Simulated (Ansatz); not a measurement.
**AlIr (model structure, Cmcm, No. 63, 4 atoms in the cell)**

Computed with r²SCAN in Ansatz (PAW).

Run with plane-wave cutoff 560 eV, 18×18×14 k mesh (along the axes of the cell as run), Fermi–Dirac smearing 0.05 eV, no spin polarisation, scalar-relativistic PAW data made under PBE.

Cell (relaxed at this level):

```yaml
crystal:
  lattice:
    - [1.41482, -4.77132, 0.00000]
    - [1.41482, 4.77132, 0.00000]
    - [0.00000, 0.00000, 4.13997]
  atoms:
    - { symbol: Al, position: [0.58584, 0.41416, 0.25000] }
    - { symbol: Ir, position: [0.84900, 0.15100, 0.25000] }
    - { symbol: Al, position: [0.41416, 0.58584, 0.75000] }
    - { symbol: Ir, position: [0.15100, 0.84900, 0.75000] }
```

| Item | Result |
|---|---|
| bulk modulus B0 | 221 GPa |

Note: the run has no spin polarisation, so it can have missed a magnetic state; the bulk modulus is −V dP/dV from two relaxed cells at ±2 % in volume; the relaxation could raise the start's symmetry but not lower it, so the cell can be a saddle point.

Spin–orbit coupling is not included.

Static lattice: no zero-point or thermal effects.

A model structure was made by putting elements into a prototype or built by hand; it is no filed structure, need not be a known phase, and can be a saddle point held by its symmetry.

Ansatz is a first-principles code.
